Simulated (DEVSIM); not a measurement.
**abrupt Si n-p junction**

Device: abrupt Si n-p junction, at 300 K.

```csv
layer (left to right),material,thickness (μm),Nd (cm⁻³),Na (cm⁻³),τn (s),τp (s)
1,Si,5.00,9.6e18,-,0.00042,0.00042
2,Si,81.0,-,3.3e17,1.3e-5,0.00042
```

Left contact: ohmic. Right contact: ohmic. Voltage is applied to the left contact. Recombination: SRH at mid-gap, radiative, Auger. Mobility is μmin + (μ − μmin)/(1 + (N/Nref)^α).

The device is made up for the run: typed textbook-type constants, with dimensions and the other settings drawn at random. Values at 300 K.

| parameter | Si |
|---|---|
| gap (eV) | 1.124 |
| affinity (eV) | 4.05 |
| permittivity | 11.7 |
| Nc (cm⁻³) | 2.86e19 |
| Nv (cm⁻³) | 3.1e19 |
| μn (cm²/Vs) | 1417 |
| μp (cm²/Vs) | 470 |
| μn,min | 52 |
| μp,min | 45 |
| Nref,n | 9.7e16 |
| Nref,p | 2.2e17 |
| αn | 0.68 |
| αp | 0.72 |
| B (cm³/s) | 4.7e-15 |
| Cn (cm⁶/s) | 2.8e-31 |
| Cp (cm⁶/s) | 9.9e-32 |

Simulated with DEVSIM: 1D drift-diffusion, Boltzmann statistics, complete ionisation; no tunnelling, impact ionisation, image-force lowering or self-heating.

```yaml
potential_step_across_the_device_at_zero_bias: 0.978 V
largest_field_in_the_device_at_zero_bias: 320000 V/cm
Dark forward voltage at 1 A/cm²: 0.772 V
Dark forward voltage at 100 A/cm²: 0.908 V
```

Dark forward current:

```csv
V (V),J (A/cm²)
-0.30,-1.4e-8
-0.35,-9.0e-8
-0.45,-4.1e-6
-0.50,-2.8e-5
-0.55,-0.00019
-0.65,-0.0092
-0.70,-0.064
-0.75,-0.44
-0.80,-2.9
-0.90,-84
-0.95,-260
-1.00,-580
-1.10,-1500
-1.15,-2100
```
